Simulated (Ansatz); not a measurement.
Structures of equal composition on the (0001) surface of wurtzite GaN (Ga plane on top): 2x2 Ga adatom at H3; 2x2 Ga adatom at T1; 2x2 Ga adatom at T4. The slabs share one bottom face, and each structure is named by its start. These are constructed structures in small cells; real faces may alloy, dewet or reconstruct in larger ones, and not all known structures of the face are among them. Slabs of about 14 Å with all that they carry, Fermi-Dirac smearing of 0.025 eV. Bottom of the slabs: H caps. Relaxed from the named starts with such symmetry as they have, on meshes of like density; energies extrapolated to zero smearing; no spin-orbit coupling, no U. Spin-polarised runs, if any, are marked in brackets, and their order is one that fits the cell; the others ran without spin. Where a second, spin-polarised start was run, the lower counts.

Host crystal: wurtzite GaN, with a band gap (PBE, scalar-relativistic without spin-orbit coupling).

These are PBE (plane waves to 420 eV, PAW; Ansatz, an electronic-structure program) values and carry that method's errors.

**Question.** Put the candidates in order of energy per 1x1 cell, lowest first, for PBE.

**Answer.** 2x2 Ga adatom at T4 (0.000 eV, gap 0.29 eV on the mesh), 2x2 Ga adatom at H3 (0.051 eV, gap 0.27 eV on the mesh), 2x2 Ga adatom at T1 (0.356 eV [spin start, no net moment], gap 0.28 eV on the mesh)
